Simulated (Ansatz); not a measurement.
The parent structure is Rh in the fcc (Cu type) structure (space group Fm-3m, No. 225; a = 3.782 Å; relaxed with 0.1 eV smearing). Axes: x, y, z lie along the cube axes.

Computed with PBEsol in Ansatz (plane waves to 420 eV, PAW, without spin-orbit coupling).

Base values:

The shortest interatomic distance comes out as 267.4 pm.

Modification: tensile biaxial strain of 2.00 % in the plane normal to [001], as in epitaxy on a mismatched substrate; the out-of-plane cell vector and the atoms relax.

Question: What does the calculation give for the out-of-plane strain and shortest interatomic distance after the change?

Answer: The out-of-plane strain amounts to -1.76 %; the shortest interatomic distance grows by 0.4 pm to 267.8 pm.

Stability against distortions was not tested. The final runs are not spin-polarised. Rh lies near a magnetic instability that expansion can trigger; it was not tested.

Ansatz is a quantum-chemistry and plane-wave program.
